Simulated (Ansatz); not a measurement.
Structures of equal composition on the (100) surface of fcc Cu: a layer of Ge in place of the second plane; a layer of Ge in place of the third plane. The slabs share one bottom face, and each structure is named by its start. These are constructed structures in small cells; real faces may alloy, dewet or reconstruct in larger ones, and not all known structures of the face are among them. Slabs of about 9 Å with all that they carry, Fermi-Dirac smearing of 0.1 eV. Bottom of the slabs: a bare face, its two planes held. Relaxed from the named starts with such symmetry as they have, on meshes of like density; energies extrapolated to zero smearing; no spin-orbit coupling, no U. Spin-polarised runs, if any, are marked in brackets, and their order is one that fits the cell; the others ran without spin.

Method: PBE (plane waves to 420 eV, PAW; Ansatz, a first-principles code).

Problem. Rank these by energy per 1x1 cell (lowest first), as PBE gives it.

Solution. a layer of Ge in place of the second plane (0.000 eV), a layer of Ge in place of the third plane (0.035 eV)
